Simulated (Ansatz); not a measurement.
**How far PBE and r2SCAN part for WC, biaxial strain −0.91 %, plane normal [001], relaxed out of plane**

The reference is WC (space group P-6m2, No. 187; a = 2.923 Å, c = 2.846 Å; relaxed with 0.1 eV smearing). Axes: x lies along a and z along c of the hexagonal cell.

(Cell as relaxed with PBE.)

Levels (all Ansatz, a program for electronic structure, PAW, earlier PAW set): PBE (420 eV, no spin-orbit coupling); r2SCAN (500 eV, spin-orbit coupling left out).

Each level relaxes its own structure.

```csv
base,PBE,r2SCAN
volume per atom,10.53 Å³,10.42 Å³
lattice parameter a,2.923 Å,2.913 Å
band gap,zero,zero
```

One thing is altered: compressive biaxial strain of 0.91 % in the plane normal to [001], as in epitaxy on a mismatched substrate; the out-of-plane cell vector and the atoms relax.

| quantity | PBE | r2SCAN |
|---|---|---|
| out-of-plane strain | +0.34 % | ? |
| mean in-plane stress (compression positive) | +8.2 GPa | ? |
| shortest interatomic distance | 2.199 Å | ? |

Task: What does r2SCAN give?

Result: 
- out-of-plane strain, r2SCAN: +0.33 %
- mean in-plane stress (compression positive), r2SCAN: +8.7 GPa
- shortest interatomic distance, r2SCAN: 2.191 Å

PBE's in-plane stress lies 0.5 GPa below r2SCAN's; PBE's shortest interatomic distance lies 0.008 Å above r2SCAN's (0.3 %). Neither level is exact; r2SCAN is the comparison here, not a measurement.

Whether these cells are dynamically stable was not tested. All final runs are without spin polarisation.
